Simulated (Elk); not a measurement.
Band structure of Ce (Fm-3m, 1 atom in the cell).

```
CELL_PARAMETERS angstrom
      0.00000     2.35958     2.35958
      2.35958     0.00000     2.35958
      2.35958     2.35958     0.00000
ATOMIC_POSITIONS crystal
  Ce 0.00000 0.00000 0.00000
```

Level of theory: PBE, all-electron FP-LAPW, Elk's shipped species files, APW+lo basis with extra local orbitals run with Elk.

Settings: xctype = 20; rgkmax = 8; stype = 3; swidth = 0.00183747 Ha; ngridk = 12 12 12; gmaxvr = 16 1/bohr; nxlo = 2; lorbcnd = true; lmaxi = 2.

The starting cell comes from a database of computed structures (which also holds hypothetical and non-ambient phases and stackings), without a prior relaxation at this level. Its lattice was rescaled by a random factor within 2.5 % of one. Spin-orbit coupling is off. Spin polarisation is off. The f electrons are in the valence without U or exact exchange, which can misplace them near the Fermi level. Spin-orbit terms, which matter for f shells, are left out. Values depend on the basis (sphere radii, cutoffs, local orbitals), which need not be converged.

Levels in eV from the Fermi level, bands 3 to 9:
```csv
point,3,4,5,6,7,8,9
Γ,-15.90,-15.90,-2.90,-0.22,0.37,0.37,0.37
X,-16.96,-16.96,-2.94,-2.28,0.49,0.59,0.59
W,-17.86,-17.07,-1.23,0.02,0.02,0.17,0.67
K,-17.68,-16.74,-2.14,-0.45,0.45,0.53,0.57
L,-16.28,-16.28,-2.13,-0.14,0.43,0.43,0.75
U,-17.68,-16.74,-2.14,-0.45,0.45,0.53,0.57
```

Bands cross the Fermi level along this path, so the cell is metallic at this level.
